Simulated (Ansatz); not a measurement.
The parent structure is CuAu (space group P4/mmm, No. 123; a = 2.8531 Å, c = 3.5703 Å; relaxed with 0.1 eV smearing). Axes: x, y, z lie along a, b, c of the conventional cell.

Calculations: plane-wave PAW DFT at the r2SCAN level (Ansatz, a first-principles code, 500 eV), scalar-relativistic without spin-orbit coupling.

Base values:

- Volume per atom = 14.53 Å³
- Pressure = 0.0 GPa

One thing is altered: compressive biaxial strain of 4.93 % in the plane normal to [001], as in epitaxy on a mismatched substrate; the out-of-plane cell vector and the atoms relax.

Predict the new volume per atom.

The volume per atom drops by 0.31 Å³, from 14.53 Å³ to 14.22 Å³.

What happens to the pressure?

The pressure (mean of the normal stresses, compression positive) goes from zero to 4.7 GPa.

No phonon test of stability was made. The final runs are not spin-polarised.
